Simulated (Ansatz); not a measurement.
The reference is BAs in the zinc blende structure (space group F-43m, No. 216; a = 4.7322 Å). Axes: x, y, z lie along the cube axes.

All numbers come from LDA, PAW, 420 eV (Ansatz, an electronic-structure program; no spin-orbit coupling).

For the base:

| Property | Result |
|---|---|
| Pressure | 0.0 kbar |
| Valence-band top at Γ | 0.00, 0.00, 0.00 eV |
| Band gap | 1.11 eV |

It is then changed as follows: compressive biaxial strain of 0.42 % in the plane normal to [111], as in epitaxy on a mismatched substrate; the out-of-plane cell vector and the atoms relax.

Question: What does the calculation give for the pressure, energy relative to the base, out-of-plane strain, valence-band top at Γ and band gap after the change?

Answer: The pressure (mean of the normal stresses, compression positive) goes from zero to 11.0 kbar; the energy increases by 0.6 meV/atom; the out-of-plane strain amounts to +0.10 %; the valence-band top at Γ (three highest levels, from the VBM) changes from 0.00, 0.00, 0.00 eV to 0.00, 0.00, -0.05 eV; the band gap shrinks by 0.02 eV (1.11 eV → 1.09 eV).

No phonon test of stability was made.
